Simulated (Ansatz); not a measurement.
Consider an 8-atom supercell of W in the bcc (W type) structure (space group Im-3m, No. 229; a = 3.154 Å) at its relaxed geometry.

Calculations: Ansatz (a first-principles code) PBEsol, scalar-relativistic without spin-orbit coupling.

Before the change:

```
Property    Result
--------  --------
Pressure  -0.3 GPa
```

Now apply this change: a neutral Ir on a W site, atoms relaxed at fixed cell, starting from a slightly rattled geometry.

Problem. How does this affect the shift of the substituted atom off its lattice site, pressure and largest displacement of a host atom from its site in the perfect cell?

Solution. The shift of the substituted atom off its lattice site is 0.28 Å; the pressure drops by 2.3 GPa (-0.3 GPa → -2.6 GPa); the largest displacement of a host atom from its site in the perfect cell amounts to 0.06 Å.

The cell is small, so the values are those of an ordered compound at a high defect concentration; dilute-limit values will differ. The final runs are not spin-polarised. The defect cell is not spin-polarised.
